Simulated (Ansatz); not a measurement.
Start from PtS₂ in the CdI2 type structure (space group P-3m1, No. 164; a = 3.5836 Å, c = 4.6568 Å; layered, stacked along the Cartesian z axis). Axes: x lies along a and z along c of the hexagonal cell.

All numbers come from PBE-D3(BJ) (Ansatz, a quantum-chemistry and plane-wave program, PAW, spin-orbit coupling left out).

Strains are applied to the cell and any free atomic positions relax.

One change was made to it. Results:

The energy rises by 1.5 meV/atom; the pressure (mean of the normal stresses, compression positive) goes from zero to 1.0 GPa.

Question: Name the change that was made.
A) uniaxial strain ε_zz = +2.00 %
B) uniaxial strain ε_zz = −0.50 %
C) uniaxial strain ε_zz = −2.50 %
D) uniaxial strain ε_zz = +3.00 %

Answer: C, uniaxial strain ε_zz = −2.50 %. For comparison, the pressure in the other runs: uniaxial strain ε_zz = +2.00 % gives -0.6 GPa; uniaxial strain ε_zz = −0.50 % gives 0.2 GPa; uniaxial strain ε_zz = +3.00 % gives -0.9 GPa.

No phonon test of stability was made. All final runs are without spin polarisation.
